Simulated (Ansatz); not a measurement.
Functionals compared on a constructed model of the (111) surface of diamond, (√3x√3)R30° Au adatom at T4 (bottom of the slab: 3 H on 3 bottom sites), in Ansatz (plane waves, PAW). The structure was relaxed with PBE; the other rows are single points on it. Cutoff 420 eV (500 eV for r2SCAN).

Model: 28-atom slab, 9.5 Å thick at the start with caps and adatoms (thin: gaps and levels are the slab's own), 7x7x1 mesh, Fermi-Dirac 0.025 eV, dipole correction, 6 atoms held, the rest relaxed; held to the start's symmetry, so lower structures may exist; no spin (no spin-polarised run to compare, though such a face may carry moments), no spin-orbit, no U. The slab shows no gap on its mesh. It is one candidate, not shown to be the stable structure of the face. These notes are the PBE run's.

```tsv
functional	work function of the top face (eV)	rough cost of the single point
PBE	4.71	–
r2SCAN	___	around 60 core-seconds (rough)
```

### Question
Complete the blanks.

### Answer

- r2SCAN, work function of the top face (eV): 4.72

Ansatz is a program for electronic structure.
